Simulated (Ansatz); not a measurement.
The reference is CaF2 in the fluorite structure (space group Fm-3m, No. 225; a = 5.439 Å).

The values are results of r2SCAN (Ansatz, a quantum-chemistry and plane-wave program, PAW, scalar-relativistic without spin-orbit coupling), not measurements.

Modification: full substitution Ca → Ba, then cell and atoms are relaxed.

Measured band gap: CaF2 11.8 eV (temperature not stated; as listed in E. Cadelano, G. Cappellini, The European Physical Journal B (2011)); BaF2 10.5 eV (temperature not stated; as listed in Andrés Aguado et al., Journal of the Physical Society of Japan (1999)).

Measured lattice parameter a: CaF2 5.466 Å (temperature not stated; as listed in M. Råsander, M. A. Moram, The Journal of Chemical Physics (2015)); BaF2 6.2001 Å (temperature not stated; as listed in "Second edition. Interscience Publishers, Fluorite structure" Wyckoff, R. W. G. (1963)).

Question: How well does r2SCAN reproduce the measured shift?

Answer: With r2SCAN the band gap moves by -0.62 eV (8.03 → 7.41) against -1.30 eV measured; the lattice parameter a moves by +0.756 Å (5.439 → 6.195) against +0.734 Å measured.

No phonon test of stability was made.
